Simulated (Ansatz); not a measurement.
Base system: GaP in the zinc blende structure (space group F-43m, No. 216; a = 5.391 Å). Axes: x, y, z lie along the cube axes.

All numbers come from Kohn–Sham DFT with the LDA functional, run in Ansatz (an electronic-structure program) with PAW and 420 eV plane waves, scalar-relativistic without spin-orbit coupling.

Strains are applied to the cell and any free atomic positions relax.

One change was made to it. Results:

The valence-band top at Γ (three highest levels, from the VBM) becomes 0.00, -0.13, -0.23 eV (base: 0.00, 0.00, 0.00 eV); the band gap drops by 0.227 eV to 1.16 eV.

Q: What was done to the base?
A. tensor shear ε_xy = +1.43 %
B. tensor shear ε_xy = +0.57 %
C. tensor shear ε_xy = +0.29 %

A: A, tensor shear ε_xy = +1.43 %. For comparison, the band gap in the other runs: tensor shear ε_xy = +0.57 % gives 1.33 eV; tensor shear ε_xy = +0.29 % gives 1.36 eV.

No phonon test of stability was made.
